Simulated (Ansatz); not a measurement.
Take BaTiO$_{3}$ (space group R3m, No. 160; a = 5.6802 Å, c = 6.9948 Å (hexagonal axes)) as the base. Axes: x lies along a and z along c of the hexagonal cell.

The values are results of r2SCAN, PAW, 500 eV (Ansatz, an electronic-structure program; spin-orbit coupling left out), earlier PAW set, not measurements.

Strains are applied to the cell and any free atomic positions relax; under biaxial strain the out-of-plane vector relaxes too.

One change was made to it. Results:

The energy grows by 0.4 meV/atom; the gap character stays indirect, T → Γ; the smallest direct gap rises by 0.04 eV (3.24 eV → 3.28 eV).

**Question.** Name the change that was made.
(A) biaxial strain +0.40 %, plane normal [001], relaxed out of plane
(B) uniaxial strain ε_xx = +5.80 %
(C) biaxial strain −0.66 %, plane normal [001], relaxed out of plane
(D) tensor shear ε_yz = −2.45 %

**Answer.** A, biaxial strain +0.40 %, plane normal [001], relaxed out of plane. For comparison, the smallest direct gap in the other runs: tensor shear ε_yz = −2.45 % gives 3.02 eV; biaxial strain −0.66 %, plane normal [001], relaxed out of plane gives 3.16 eV; uniaxial strain ε_xx = +5.80 % gives 3.47 eV.

Stability against distortions was not tested. The final runs are not spin-polarised. This is not the structure that BaTiO3 has at room temperature and ambient pressure. k-point labels follow each cell's own Brillouin zone.
